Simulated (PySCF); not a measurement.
PySCF 2.14.0, PBE0/def2-svp, df: Nb(S)(OH)3 ([OH][Nb]([OH])([OH])=[S]), 8 atoms. The geometry is a generated start, not checked to be a minimum at this level.

```yaml
task: energy
method: pbe0
basis: def2-svp
two_electron_scheme: density fitting
mol.max_memory: 3000 MB
mf.max_cycle: 100
mf.init_guess: minao (default)
mf.conv_tol: 1e-09 (default)
mf.grids.level: 3 (default)
effective_core_potentials: those of the basis set, past Kr
basis_functions: 106
grid_points: 112992
```

```xyz
8

Nb    -0.0210    -0.0061    -0.0012
S      1.3184     1.2445    -1.2836
O      1.1968    -0.8249     1.0399
H      1.9538    -1.2066     1.4935
O     -0.8273    -1.0327    -1.2406
H     -1.2348    -1.5560    -1.9362
O     -0.9941     1.2898     0.7904
H     -1.3918     2.0921     1.1379
```

Charge 0 and multiplicity 1 are set for this test and not shown to be the ground state.

With the defaults (mf.DIIS = CDIIS, mf.diis = true, mf.damp = 0, mf.diis_start_cycle = 1, mf.diis_space = 8, mf.level_shift = 0, newton = off) it converges in 15 Fock builds. One run each on 2 threads, 1 BLAS thread, with these changes:
- mf.DIIS = ADIIS
- mf.diis_space = 12
- newton = Hessian by the SCF's own integrals
- mf.damp = 0.3, mf.diis_start_cycle = 4
- mf.diis_space = 5
- mf.level_shift = 1 Hartree
- mf.diis = false
- mf.diis_space = 20
- mf.DIIS = EDIIS

Which runs fail or end elsewhere than the default run?

No convergence: mf.DIIS = EDIIS; mf.diis = false (the run ends without SCF convergence in 100 cycles). The rest reach the solution of the defaults.

```
setting                                      Fock builds             end
-------------------------------------------  -----------  --------------
the defaults                                          15   same solution
mf.diis_space = 12                                    15   same solution
mf.diis_space = 20                                    15   same solution
mf.diis_space = 5                                     16   same solution
mf.damp = 0.3, mf.diis_start_cycle = 4                21   same solution
mf.DIIS = ADIIS                                       31   same solution
mf.level_shift = 1 Hartree                            38   same solution
newton = Hessian by the SCF's own integrals           49   same solution
mf.DIIS = EDIIS                                      101  no convergence
mf.diis = false                                      101  no convergence
```

Under newton the count holds the products with the orbital Hessian.
